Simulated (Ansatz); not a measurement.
An Ansatz (a first-principles code) run: hypothetical R-3m MgH2; Ansatz, PBE-D3(BJ), PAW, cutoff 420 eV, no SOC.

Input:

Ansatz 0.2 input:
```yaml
crystal:
  lattice:
    - [1.5005904064, 0.8663662751, 3.8903669776]
    - [-1.5005904064, 0.8663662751, 3.8903669776]
    - [0, -1.7327325502, 3.8903669776]
  atoms:
    - { symbol: Mg, position: [0, 0, 0] }
    - { symbol: H, position: [0.2550135296, 0.2550135296, 0.2550135296] }
    - { symbol: H, position: [0.7449864704, 0.7449864704, 0.7449864704] }
basis: { ecutwfc: 420, ecutrho_ratio: 4, xc_grid: 2, fft_grid_basis: typed }
kpoints: { mp_grid: { grid: [13, 13, 13] } }
hamiltonian:
  xc: pbe
  dispersion: d3bj
  pseudopotentials: { kind: paw }
scf: { occupations: { method: fermi_dirac, width: 0.05 }, convergence: { dr2_threshold: 0.0000000003 } }
output: { forces: true, stress: true }
checkpoint: { write: state.ck, write_every: 1000 }
```

Output:

```
WARN ansatz: RAYON_NUM_THREADS=1 ignored (pool sized by the plan → 1); use --threads N
Pseudopotentials: kind: paw
Pseudopotential: Mg, paw, valence charge 10
Pseudopotential: H, paw, valence charge 1
Functional definition: PBE
Crystal: 3 atoms, lattice volume = 30.346 Å³
Basis set: ecut = 420 eV, 553 PW (Γ), exchange–correlation on 60×60×60 points (8 copies of the dense FFT grid, shifted against one another)
Bands: 10, of which v1, the nominal top of the filled ones, is band 6 counted from 1 (5 counted from 0)
Symmetry: 12 space group operations
Space group: R-3m (ITA 166), of the structure as read, at distance tolerance 3.1e-5 Å
k-points: 231 of 2197
Initial density: superposition of atomic densities (neutral atoms: chi_scale 0, normalization atom), corrected by the library's trained network
Initial wavefunctions: pseudopotential atomic-orbital guess
Eigensolver: davidson
Functional: x = pbe(κ = 0.804, μ = 0.2195149727645171), c = pbe(β = 0.06672455060314922)
SCF iter   1: F=—  HF=-1956.284171 eV  |F-HF|=—  |Δ(HF+E_count)|=         —  Δρ=1.23e-3  dr2=3.36e-4  ethr=1.77e-3  ⟨swp⟩=5.5  Hψ=15000  notcnv=0
all-band conjugate gradients solve this SCF's bands
preconditioner: auto → none
SCF iter   2: F=—  HF=-1956.284137 eV  |F-HF|=—  |Δ(HF+E_count)|=   3.46e-5  Δρ=5.35e-4  dr2=8.42e-5  ethr=2.80e-6  ⟨swp⟩=2.3  Hψ=4969  notcnv=0
SCF iter   3: F=—  HF=-1956.284177 eV  |F-HF|=—  |Δ(HF+E_count)|=   3.97e-5  Δρ=1.25e-4  dr2=6.21e-6  ethr=7.02e-7  ⟨swp⟩=2.0  Hψ=2772  notcnv=0
SCF iter   4: F=—  HF=-1956.284179 eV  |F-HF|=—  |Δ(HF+E_count)|=   2.36e-6  Δρ=4.80e-5  dr2=1.05e-6  ethr=5.17e-8  ⟨swp⟩=2.0  Hψ=2583  notcnv=0
SCF iter   5: F=—  HF=-1956.284179 eV  |F-HF|=—  |Δ(HF+E_count)|=   8.60e-8  Δρ=7.47e-6  dr2=2.75e-8  ethr=8.73e-9  ⟨swp⟩=2.0  Hψ=2710  notcnv=0
SCF iter   6: F=—  HF=-1956.284179 eV  |F-HF|=—  |Δ(HF+E_count)|=   5.60e-9  Δρ=3.29e-6  dr2=8.28e-9  ethr=2.29e-10  ⟨swp⟩=2.0  Hψ=3202  notcnv=0
SCF iter   7: F=—  HF=-1956.284179 eV  |F-HF|=—  |Δ(HF+E_count)|=   2.89e-9  Δρ=6.91e-7  dr2=3.87e-10  ethr=6.90e-11  ⟨swp⟩=2.0  Hψ=2638  notcnv=0
SCF iter   8: F=-1956.284179 eV  HF=-1956.284179 eV  |F-HF|=0.00e0  |Δ(HF+E_count)|=  1.23e-10  Δρ=4.90e-8  dr2=1.95e-12  ethr=2.50e-12  ⟨swp⟩=4.0  Hψ=6449  notcnv=0
SCF 1 converged in 8 iterations: F = -1956.284179 eV  dr2 = 1.95e-12
SCF converged after 8 iterations
Free energy (F): -1956.284179 eV
Harris-Foulkes:  -1956.284179 eV  (|F-HF|=0.00e0)
Internal energy: -1956.284179 eV  (E = F + TS)
E sigma→0 (E₀):  -1956.284179 eV
Fermi energy:    3.859843 eV
--- Per-component energies (eV) ---
  E_band       = -375.175180
  E_kinetic    = 104.527606
  E_local      = -1768.824619  (includes V_loc(G=0)·N_el)
  E_nonlocal   = 97.959185
  E_hartree    = 640.785040
  E_xc         = -47.781276
  E_vxc        = -61.681666  (∫ρ·V_xc dr)
  E_paw        = -293.153684  (= ΣΔE_a)
  E_vpaw       = -28.723245  (= ΣTr[D̂ρ^β])
  E_aug_tail   = -0.002502  (compensation charges beyond the density's cutoff)
  E_ewald      = -689.391750
  E_disp       = -0.402179  (pairwise vdW)
  E_smearing   = -0.000000  (= −TS)
  E_closure    = 0.000000  (closes the sum)
  Σ components = -1956.284179   (vs F -1956.284179, Δ=0.00e0)
  [band-id]    e_kinetic+e_local+e_nonlocal+2·e_hartree+e_vxc+e_vpaw+e_augmentation_tail = -375.175161   (vs E_band -375.175180, Δ=1.86e-5)
--- Forces (eV/Å), atoms counted from 1 ---
  atom   1  Mg     0.00000000     0.00000000     0.00000000
  atom   2  H      0.00000000     0.00000000    -0.00000570
  atom   3  H      0.00000000    -0.00000000     0.00000570
  max |Σ_I F_I| component: 6.57e-32 eV/Å
--- Stress (GPa, compression-positive) ---
       -0.000556       0.000000       0.000000
        0.000000      -0.000556       0.000000
       -0.000000       0.000000      -0.003129
  P = ⅓ Tr σ = -0.0014 GPa (-0.014 kbar)
  The stress holds the Pulay correction. Without it, at fixed plane waves, as pw.x and ABINIT print it: P = -0.1209 GPa
  The stress includes an estimate of the error left by incomplete SCF convergence (largest component -0.0000 GPa).
--- Band table ---
  band table: none
```

Whether these cells are dynamically stable was not tested. The cell is MgH2 in the CdCl2 type structure (space group R-3m, No. 166; a hypothetical phase, not in the database extracts checked).
